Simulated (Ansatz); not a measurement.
Data:

```xyz
2
Lattice="0.0000 2.0434 1.9768 2.0434 0.0000 1.9768 2.0434 2.0434 0.0000" Properties=species:S:1:pos:R:3 pbc="T T T"
Li     0.0000     0.0000     0.0000
F      2.0434     2.0434     1.9768
```

These are r2SCAN, rigid bands (plane waves, PAW, scalar-relativistic; Ansatz, a program for electronic structure) values and carry that method's errors. Condition of this run: biaxial stress in (001) of -2.4 GPa (compression positive) (the target of the relaxation). How the cell was made: cell and atoms relaxed with PBEsol, then loaded as said.

### Question
Predict the electron conductivity mass (n e² τ/σ) at 300 K, by direction if it differs.

### Answer
0.87 mₑ.

### Question
What conductivity effective mass do dilute holes have at 300 K?

### Answer
3.7 (x), 3.7 (y), 3.9 (z) mₑ.

### Question
And the band gap?

### Answer
9.93 eV at this level; semilocal functionals usually fall short of the measured gap.

Rigid bands, one relaxation time for all states, no polarons. Spin-orbit coupling is left out. Geometry: cell and atoms relaxed with PBEsol.
